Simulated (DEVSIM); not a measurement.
Structure: illuminated Si p-on-n cell, one wavelength, at 300 K.

```
layer (left to right)  material  thickness (μm)  Nd (cm⁻³)  Na (cm⁻³)  τn (s)  τp (s)  absorption coefficient (cm⁻¹)
---------------------  --------  --------------  ---------  ---------  ------  ------  -----------------------------
1                            Si           0.110          -     5.4e17  1.6e-7  2.6e-8                            340
2                            Si            31.0     9.5e15          -  9.4e-7  9.4e-7                            340
```

Left contact: ohmic, minority electron recombination velocity 30000 cm/s. Right contact: ohmic, minority hole recombination velocity 5e5 cm/s. Voltage is applied to the left contact. Recombination: SRH at mid-gap, radiative, Auger. Gap narrowing is on: ΔEg = 6.92 meV × (l + √(l² + 0.5)), l = ln(N/1.3e17 cm⁻³), shared equally by both band edges. Light enters at the left, 1.8e17 photons cm⁻² s⁻¹, one pass, no reflection. Mobility is μmin + (μ − μmin)/(1 + (N/Nref)^α).

Constants are typed, rounded textbook-type inputs, not results; the design itself was drawn at random and stands for no fabricated device. Values at 300 K.

```
parameter           Si
-------------  -------
gap (eV)         1.124
affinity (eV)     4.05
permittivity      11.7
Nc (cm⁻³)      2.86e19
Nv (cm⁻³)       3.1e19
μn (cm²/Vs)       1417
μp (cm²/Vs)        470
μn,min              52
μp,min              45
Nref,n          9.7e16
Nref,p          2.2e17
αn                0.68
αp                0.72
B (cm³/s)      4.7e-15
Cn (cm⁶/s)     2.8e-31
Cp (cm⁶/s)     9.9e-32
```

Model (solved in DEVSIM): 1D drift-diffusion, Boltzmann statistics, complete ionisation; no tunnelling, impact ionisation, image-force lowering or self-heating.

Q: Tabulate band edges, carrier densities and field at 0.9 V on the left contact, in the dark.

A: Energies count from the Fermi level of the right contact; mesh points crowd at the junctions.

```tsv
x (μm)	Ec (eV)	Ev (eV)	n (cm⁻³)	p (cm⁻³)	field (V/cm)
0.000	0.098	-1.005	3.9e16	5.4e17	3000
0.02047	0.100	-1.003	3.7e16	5.8e17	80
0.05047	0.100	-1.003	3.7e16	5.8e17	14
0.08172	0.100	-1.003	3.8e16	5.8e17	-120
0.1100	0.096	-1.027	4.4e16	2.3e17	-25000
0.1340	0.076	-1.048	9.9e16	1.0e17	-1700
0.1821	0.074	-1.049	1.0e17	9.5e16	≈ 0
0.3313	0.074	-1.049	1.0e17	9.5e16	17
0.5766	0.075	-1.049	1.0e17	9.4e16	17
1.067	0.076	-1.048	1.0e17	9.3e16	17
2.047	0.077	-1.046	1.0e17	9.0e16	18
5.095	0.083	-1.040	9.1e16	8.1e16	19
10.10	0.093	-1.030	7.7e16	6.7e16	23
18.98	0.118	-1.005	5.2e16	4.3e16	34
26.18	0.150	-0.973	3.1e16	2.1e16	62
28.65	0.169	-0.954	2.2e16	1.3e16	91
29.89	0.182	-0.941	1.7e16	7.9e15	130
30.51	0.191	-0.932	1.4e16	5.0e15	170
30.89	0.198	-0.925	1.2e16	2.9e15	210
31.01	0.201	-0.922	1.2e16	2.2e15	310
31.07	0.204	-0.920	1.1e16	1.9e15	640
31.11	0.207	-0.916	9.5e15	1.8e15	1300
```
